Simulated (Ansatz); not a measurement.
# ZrSe2: pressure series

The reference is ZrSe2 in the CdI2 type structure (space group P-3m1, No. 164; layered, stacked along the Cartesian z axis).

```
CELL_PARAMETERS angstrom
      3.73508     0.00000     0.00000
     -1.86754     3.23468     0.00000
      0.00000     0.00000     6.03154
ATOMIC_POSITIONS crystal
  Zr 0.00000 0.00000 0.00000
  Se 0.33333 0.66667 0.26507
  Se 0.66667 0.33333 0.73493
```

Cell and atoms are relaxed at each pressure.

All numbers come from PBE-D3(BJ) in Ansatz (plane waves to 420 eV, PAW, no spin-orbit coupling).

```tsv
change	density	shortest interatomic distance	band gap
base	5.68 g/cm³	5.073 bohr	zero
pressure −1 GPa	5.47 g/cm³	5.089 bohr	0.22 eV
pressure 0.9 GPa	5.82 g/cm³	5.060 bohr	zero
pressure 2.1 GPa	5.98 g/cm³	5.044 bohr	zero
pressure 4.5 GPa	6.24 g/cm³	5.015 bohr	zero
pressure 9 GPa	(withheld)	(withheld)	zero
pressure 15 GPa	7.08 g/cm³	4.919 bohr	zero
pressure 22.5 GPa	7.56 g/cm³	(withheld)	zero
pressure 30 GPa	7.97 g/cm³	(withheld)	zero
```

Task: Complete the table.

Result: 
- pressure 9 GPa, density: 6.64 g/cm³
- pressure 9 GPa, shortest interatomic distance: 4.969 bohr
- pressure 22.5 GPa, shortest interatomic distance: 4.869 bohr
- pressure 30 GPa, shortest interatomic distance: 4.830 bohr

Load acts through the strain it causes; cell and atoms are relaxed under it. Whether these cells are dynamically stable was not tested. Competing high-pressure phases were not computed. The final runs are not spin-polarised. Gaps under 0.05 eV, about the width of the smearing, are given as zero. The zero or small gap of ZrSe2 can change with the level of theory.

Ansatz is an electronic-structure program.
